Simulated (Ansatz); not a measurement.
Functionals compared on OH on the 1x1 (0001) surface of corundum (cut with top plane Al), one in a 1x1 cell, started at the site 'hollow Al-O-O-O over O at depth 2.3 Å', in Ansatz (plane waves, PAW). The structure was relaxed with PBE; the other rows are single points on it, each with its references at the same level. Cutoff 420 eV (500 eV for r2SCAN). The points keep PBE's geometry, so the relaxation of a polaron and the settling of charge on one site are left out.

Host crystal: corundum, with a band gap (PBE, scalar-relativistic without spin-orbit coupling).

Slab: 22 atoms, 6.7 Å thick at the start under the adsorbate (thin: gaps and levels are the slab's own); k 6x6x1, smearing 0.01 eV, dipole-corrected; 9 atoms held, the rest relaxed; no symmetry held; spin-polarised, ending with about 1.0 μB a cell, a value that depends on the mesh; orders that need a larger cell were not tried, no spin-orbit, no U, no dispersion correction. The slab shows no gap over 0.04 eV on its mesh. At the end it is bonded to Al. In PBE it is, or lies within 0.03 eV of, the lowest of the starts that converged. These notes are the PBE run's. r2SCAN: The program's check for a lower electronic state was not made. Adsorption energies are against H2O(g) − ½ H2(g). A negative adsorption energy means that the adsorbate is more stable on the surface than in its reference.

```
functional  adsorption energy (eV)  work function of the top face (eV)          rough cost of the single point
----------  ----------------------  ----------------------------------  --------------------------------------
PBE                           0.90                                7.27                                       –
RPBE                          0.87                                7.19            very roughly 11 core-minutes
r2SCAN                        0.99                                7.49  about 16 core-minutes (a rough figure)
```

Ansatz is a quantum-chemistry and plane-wave program.
